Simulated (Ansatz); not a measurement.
# How far to go with the k-point mesh at a smearing width of 0.05 eV: CuAgO2 (Cm, 4 atoms in the cell)

```yaml
crystal:
  lattice:
    - [3.29558, -1.41972, 0.00000]
    - [3.29558, 1.41972, 0.00000]
    - [-2.38086, 0.00000, 5.55598]
  atoms:
    - { symbol: Cu, position: [0.50325, 0.50325, 0.50900] }
    - { symbol: Ag, position: [0.00000, 0.00000, 0.00000] }
    - { symbol: O, position: [0.87545, 0.87545, 0.28377] }
    - { symbol: O, position: [0.12455, 0.12455, 0.71623] }
```

Method: PBEsol, default PAW files made with PBE (plane waves; Ansatz, an electronic-structure program).

Base settings: basis.ecutwfc = 420 eV; kpoints.mp_grid.grid = 11 11 5; hamiltonian.xc = pbesol; hamiltonian.pseudopotentials = {kind: paw} (the program's default PAW files); scf.occupations.method = gaussian; scf.occupations.width = 0.1 eV.

In this ladder: scf.occupations.width = 0.05 eV.

The second cell is the first with its lattice scaled by 0.98.

Only quantities that move along the ladder and can be compared are tabulated.

The count of work is k-points × plane waves × bands × iterations; it is no time. 

The starting cell comes from a database of computed structures (which also holds hypothetical and non-ambient phases and stackings), without a prior relaxation at this level. Its lattice was rescaled by up to half a per cent. One atom was moved a little off its site on purpose. Spin polarisation is off, so a magnetic state, if there is one, cannot be reached. In the base run, with a pressure of about -8 GPa the cell is away from its equilibrium volume at this level. In the base run, forces exceed 1 eV/Å. Ansatz's pressure includes its estimate of the finite-basis (Pulay) stress. The run gives no clean gap (levels at the Fermi energy touch, overlap or are partly filled at this smearing), which alone does not show that the compound is a metal.

```tsv
kpoints.mp_grid.grid	free energy less the last step's (meV/atom)	energy of the compressed cell less the first (meV/atom)	pressure (GPa)	largest difference of a force vector from the last step's (eV/Å)	count of work / last
5 5 2	4.68	-20.13	-7.80	0.035	0.0092
5 5 3	7.12	-20.11	-7.78	0.041	0.015
7 7 3	0.57	-20.40	-7.86	0.018	0.028
8 8 4	-0.14	-20.48	-7.87	0.013	0.040
10 10 5	0.70	-20.46	-7.86	0.005	0.063
11 11 6	-0.32	-20.55	-7.88	0.002	0.10
14 14 7	-0.09	-20.52	-7.88	0.004	0.19
17 17 8	0.02	-20.50	-7.87	0.002	0.32
20 20 10	0.04	-20.51	-7.87	0.001	0.54
25 25 12	0.00	-20.50	-7.87	0.000	1.0
```

Coarsest kpoints.mp_grid.grid that holds the pressure within 0.05 GPa of the last step, with all finer ones: 7 7 3, at 0.028 of the last step's count of work; the step before is off by 0.09 GPa.

Coarsest kpoints.mp_grid.grid that holds the energy of the compressed cell less the first within 0.2 meV/atom of the last step, with all finer ones: 7 7 3, at 0.028 of the last step's count of work; the step before is off by 0.39 meV/atom.

Coarsest kpoints.mp_grid.grid that holds the forces within 0.01 eV/Å of the last step, with all finer ones: 10 10 5, at 0.063 of the last step's count of work; the step before is off by 0.013 eV/Å.

The energy difference between the two cells stays within 1 meV/atom of the last step's from 5 5 2 on, the total only from 7 7 3 on: much of the error is common to both cells and cancels.

Keys are those of Ansatz 0.2.
